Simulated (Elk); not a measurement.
Input and output of a self-consistent single point for YAl3 (Pm-3m, 4 atoms in the cell) (Elk).

Computed with LDA (PW92), all-electron FP-LAPW, Elk's shipped species files, APW+lo basis with extra local orbitals in Elk 10.2.4.

The change in words: lattice scaled by 0.98. Reference geometry:
```yaml
crystal:
  lattice:
    - [4.20441, 0.00000, 0.00000]
    - [0.00000, 4.20441, 0.00000]
    - [0.00000, 0.00000, 4.20441]
  atoms:
    - { symbol: Y, position: [0.00000, 0.00000, 0.00000] }
    - { symbol: Al, position: [0.00000, 0.50000, 0.50000] }
    - { symbol: Al, position: [0.50000, 0.00000, 0.50000] }
    - { symbol: Al, position: [0.50000, 0.50000, 0.00000] }
```

Reference input (self-consistent single point, DFT, LDA (PW92), all-electron FP-LAPW, Elk's shipped species files, APW+lo basis with extra local orbitals): xctype = 3; rgkmax = 8; stype = 3; swidth = 0.00367493 Ha; ngridk = 6 6 6; tforce = true; gmaxvr = 18 1/bohr; lmaxapw = 10; lmaxo = 8; nxlo = 2; lorbcnd = true; lradstp = 2. This run's input differs from it in these lines:

```diff
@@ -43,5 +43,5 @@
 avec
-    7.9451909745    0.0000000000    0.0000000000
-    0.0000000000    7.9451909745    0.0000000000
-    0.0000000000    0.0000000000    7.9451909745
+    7.7862876842    0.0000000000    0.0000000000
+    0.0000000000    7.7862876842    0.0000000000
+    0.0000000000    0.0000000000    7.7862876842
```

Output, abridged:

```
│ Self-consistent loop started │
│ Loop number : 1 │
 total energy                :     -4113.75081926
│ Loop number : 2 │
 total energy                :     -4113.66808270
RMS change in Kohn-Sham potential (target) :   0.3313119817E-01 (  0.1000000000E-05)
Absolute change in total energy (target)   :   0.8273656017E-01 (  0.1000000000E-03)
│ Loop number : 3 │
 total energy                :     -4113.43311452
RMS change in Kohn-Sham potential (target) :   0.3170409279E-01 (  0.1000000000E-05)
Absolute change in total energy (target)   :   0.2556523177     (  0.1000000000E-03)
│ Loop number : 4 │
   [... lines left out ...]
Absolute change in total energy (target)   :   0.1302491020E-02 (  0.1000000000E-03)
│ Loop number : 13 │
 total energy                :     -4107.75777377
RMS change in Kohn-Sham potential (target) :   0.8040852526E-07 (  0.1000000000E-05)
Absolute change in total energy (target)   :   0.3625590207E-03 (  0.1000000000E-03)
│ Loop number : 14 │
 total energy                :     -4107.75777437
RMS change in Kohn-Sham potential (target) :   0.3341521854E-07 (  0.1000000000E-05)
Absolute change in total energy (target)   :   0.9003797550E-04 (  0.1000000000E-03)
Convergence targets achieved

│ Loop number : 15 │

Energies :
 Fermi                       :     0.316892045505
 total energy                :     -4107.75777789

Density of states at Fermi energy :    32.64793346
 (states/Hartree/unit cell)

Estimated indirect band gap :   0.2869499583E-02
 from k-point     15 to k-point      5
Estimated direct band gap   :   0.3117860917E-01
 at k-point      8

Charges :
 core                        :    40.00000000
 valence                     :    38.00000000
 interstitial                :    6.983130546
 muffin-tins (core leakage)
  species :    1 (Y)
   atom    1                 :    37.19369616     (  0.9406764349E-05)
  species :    2 (Al)
   atom    1                 :    11.27439110     (  0.5049015983E-03)
   atom    2                 :    11.27439110     (  0.5049015983E-03)
   [... lines left out ...]
   total force               :    -0.00000000    0.00000000    0.00000000
   total magnitude           :     0.00000000
  atom :    3
   Hellmann-Feynman          :     0.00000000    0.00000000    0.00000000
   IBS                       :    -0.00000000    0.00000000    0.00000000
   total force               :    -0.00000000    0.00000000    0.00000000
   total magnitude           :     0.00000000
```

The run converged in 15 iterations. The count includes the last loop, which Elk runs after its targets are met. Against the reference run the free energy goes up by 10.1 meV/atom.

The starting cell comes from a database of computed structures (which also holds hypothetical and non-ambient phases and stackings), without a prior relaxation at this level. Its lattice was rescaled by a random factor within 2.5 % of one. For this run, on top of that: lattice scaled by 0.98. Values depend on the basis (sphere radii, cutoffs, local orbitals), which need not be converged. The log's line on a gap gives a spacing of levels on this mesh, which the program prints for metals too.
